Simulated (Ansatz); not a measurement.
The parent structure is CdSe in the zinc blende structure (space group F-43m, No. 216; a = 6.196 Å).

(Cell as relaxed with PBE.)

Levels (all Ansatz, an electronic-structure program, PAW): PBE (420 eV, no spin-orbit coupling); PBEsol (420 eV, no SOC).

Each level relaxes its own structure.

| quantity | PBE | PBEsol |
|---|---|---|
| volume per atom | 29.74 Å³ | … |
| lattice parameter a | 6.196 Å | … |
| band gap | 0.49 eV | … |
| gap character | direct at Γ | … |
| electron mass | 0.052 mₑ | … |
| hole mass (degenerate bands, along [100]) | 0.054, 0.73, 0.73 mₑ | … |

Problem. Predict the PBEsol column.

Solution. 
- volume per atom, PBEsol: 28.12 Å³
- lattice parameter a, PBEsol: 6.082 Å
- band gap, PBEsol: 0.48 eV
- gap character, PBEsol: direct at Γ
- electron mass, PBEsol: 0.049 mₑ
- hole mass (degenerate bands, along [100]), PBEsol: 0.050, 0.66, 0.66 mₑ

PBE's volume per atom lies 1.62 Å³ above PBEsol's (5.8 %); PBE's lattice parameter a lies 0.114 Å above PBEsol's (1.9 %); PBE's band gap lies 0.01 eV above PBEsol's; the two agree on the gap character. Neither level is exact; PBEsol is the comparison here, not a measurement.

Effective masses come from finite differences of ±0.01 Å⁻¹. Stability against distortions was not tested.
